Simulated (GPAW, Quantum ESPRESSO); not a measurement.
A Quantum ESPRESSO input for a self-consistent single point of Sr2Ir (P1, 3 atoms in the cell) (DFT, LDA (PZ), plane waves, GBRV 1.5 ultrasoft (LDA) pseudopotentials):

```fortran
&control
  calculation = 'scf'
  prefix = 'sr2ir'
  outdir = './tmp/'
  pseudo_dir = './'
  tprnfor = .true.
  tstress = .true.
/
&system
  ibrav = 0
  nat = 3
  ntyp = 2
  ecutwfc = 40
  ecutrho = 320
  occupations = 'smearing'
  smearing = 'gauss'
  degauss = 0.0099958
/
&electrons
  conv_thr = 1.0d-10
  mixing_beta = 0.7
/
ATOMIC_SPECIES
Sr    87.6200  sr_lda_v1.uspp.F.UPF
Ir   192.2170  ir_lda_v1.2.uspp.F.UPF
ATOMIC_POSITIONS crystal
Sr    0.73979100    0.75824500    0.74883500
Sr    0.25877200    0.24942600    0.24845000
Ir    0.00143700   -0.00767100    0.00271500
K_POINTS automatic
6 6 6  0 0 0
CELL_PARAMETERS angstrom
   0.00000000     3.58441600     3.58441600
   3.58441600     0.00000000     3.58441600
   3.58441600     3.58441600     0.00000000
```

Q: Translate this input to GPAW.

A: One input that does it (others would too):

```python
from ase import Atoms
from ase.units import GPa
from gpaw import GPAW

atoms = Atoms(['Sr', 'Sr', 'Ir'],
              cell=[[0.000000, 3.584416, 3.584416],
                    [3.584416, 0.000000, 3.584416],
                    [3.584416, 3.584416, 0.000000]],
              scaled_positions=[[0.739791, 0.758245, 0.748835],
                                [0.258772, 0.249426, 0.248450],
                                [0.001437, -0.007671, 0.002715]],
              pbc=True)

calc = GPAW(mode={'name': 'pw', 'ecut': 600},
            xc='LDA',
            kpts={'size': (6, 6, 6), 'gamma': True},
            occupations={'name': 'methfessel-paxton', 'width': 0.136, 'order': 0},
            nbands=-9,
            convergence={'density': 1e-05, 'energy': 1e-05},
            symmetry={'symmorphic': False, 'tolerance': 0.0005},
            maxiter=150)

atoms.calc = calc

energy = atoms.get_potential_energy()
print('Energy (eV):', round(energy, 6))
forces = atoms.get_forces()
print('Forces (eV/Ang):')
print(forces.round(5))
stress = atoms.get_stress()
print('Stress (GPa, Voigt):', (stress / GPa).round(4))
```

Basis, cutoffs, solver keys and any potentials are the target program's own. This input uses DFT LDA (Perdew-Wang 92), plane waves, GPAW PAW datasets LDA (gpaw-data 1.0.1). LDA parametrisations can differ slightly between programs.

The starting cell comes from a database of computed structures (which also holds hypothetical and non-ambient phases and stackings), without a prior relaxation at this level. Its lattice was rescaled by a random factor within 2.5 % of one. For this run, on top of that: atoms moved at random.
